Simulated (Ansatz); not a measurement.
## PbSe: energy against volume

PbSe (rock salt, Fm-3m, 28.395 Å³/atom and stress up to 0.01 GPa in the relaxed cell, cube axes along x, y and z) under an equal strain ε along all three axes. PBEsol in Ansatz, a plane-wave DFT program (PAW, default set), 420 eV, 9×9×9 Γ-centred mesh, Fermi-Dirac smearing 0.05 eV; ions are relaxed, or left where forces stay under 0.02 eV/Å, within the symmetry of each cell.

Here V stands for volume and E for E less E0.

| volume (Å³/atom) | E less E0 (meV/atom) | pressure (GPa) |
|---|---|---|
| 26.7251 | 18.25 | 3.70 |
| 27.1362 | 10.10 | 2.67 |
| 27.5516 | 4.41 | 1.72 |
| 27.9711 | 1.09 | 0.83 |
| 28.3949 | 0.00 | 0.00 |
| 28.8230 | 1.05 | -0.77 |
| 29.2553 | 4.12 | -1.49 |
| 29.6920 | 9.12 | -2.16 |
| 30.1329 | 15.94 | -2.79 |
| 31.0279 | ? | ? |

Fit E of the 9 rows that show it with the third-order Birch-Murnaghan form, a cubic in V^(-2/3). With u = V^(-2/3) - 0.1075, the rows have u = 0.0043718, 0.0032390, 0.0021231, 0.0010243, -0.0000582, -0.0011248, -0.0021753, -0.0032106, -0.0042303. Least squares gives E = 0.007 + 109.1·u + 922849·u² + 1559785·u³. Residuals (row less fit): -0.002, 0.005, -0.003, 0.001, -0.004, 0.000, 0.000, 0.002, -0.002; standard error 0.004 (degrees of freedom: 5). Its minimum lies at u = -0.0000591, so V0 = (0.1074409)^(-3/2) = 28.40. There d²E/du² = 1845000 and d³E/du³ = 9359000, so B0 = (4/9) × 28.40^(-7/3) × 1845000 × 0.160218 = 53.4 GPa (the last factor turns the table's units into GPa), and B0' = 4 + (2/3) × 0.1074409 × (9359000)/1845000 = 4.4. B0' rests on the cubic coefficient alone and has a standard error of 0.1 from these residuals.

Task: What does the fit predict for E at V = 31.0279, and how far is the calculated value from it?

Result: u = -0.0062259, so E = 0.007 + 109.1 × (-0.0062259) + 922849 × (-0.0062259)² + 1559785 × (-0.0062259)³ = 34.723 meV/atom. The calculation gives 34.70 meV/atom, 0.023 meV/atom below the prediction (0.1 % of the range of E in the table). The row lies outside the fitted rows, so this is an extrapolation. The scatter of the fitted rows lies at the last printed digit.

This level leaves no gap over 0.05 eV at strain -1.50 %. Spin-orbit coupling is left out, which can shift these values for the heavy elements here. Other structures, which can take over under pressure, weren't tried. The same form fitted to the pressure column gives B0' = 4.4; series where the two differ by over 0.4 aren't shown. Rows are the converged runs of the series near zero and its far end, less any whose ions stayed unrelaxed beside relaxed ones; series whose fitted rows scatter by over a few per cent of the range, as at a crossing or softening among them, aren't shown in this form.
